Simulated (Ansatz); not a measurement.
System: Sc (Fm-3m, No. 225, 1 atom in the cell; start mp-36; another form than the element's usual one). Method: r²SCAN in Ansatz (plane waves, PAW).

Run with plane-wave cutoff 560 eV, 20×20×20 k mesh, Fermi–Dirac smearing 0.05 eV, scalar-relativistic PAW data made under PBE.

Cell (relaxed at this level):

```cif
data_Sc4
_chemical_formula_sum 'Sc4'
_space_group_name_H-M_alt 'Fm-3m'
_space_group_IT_number 225
_space_group_name_Hall '-F 4 2 3'
_cell_length_a 4.64848
_cell_length_b 4.64848
_cell_length_c 4.64848
_cell_angle_alpha 90.000
_cell_angle_beta 90.000
_cell_angle_gamma 90.000
loop_
_atom_site_label
_atom_site_type_symbol
_atom_site_symmetry_multiplicity
_atom_site_Wyckoff_symbol
_atom_site_fract_x
_atom_site_fract_y
_atom_site_fract_z
_atom_site_occupancy
Sc1 Sc 4 a 0.00000 0.00000 0.00000 1
```
(The calculation used a cell of 1 atom; values per cell refer to that cell.)

Question: What does this level give for the bulk modulus?

Answer: 
bulk modulus: 52.4 GPa

The run finds no gap.

Note: the bulk modulus is −V dP/dV from two relaxed cells at ±2 % in volume; the relaxation could not lower the start's symmetry, so the cell can be a saddle point above a distorted one.

It cost about 40 core-seconds (a rough figure) of CPU time.

A start named mp-… is a Materials Project structure, which need not be a measured phase.

Ansatz is a quantum-chemistry and plane-wave program.
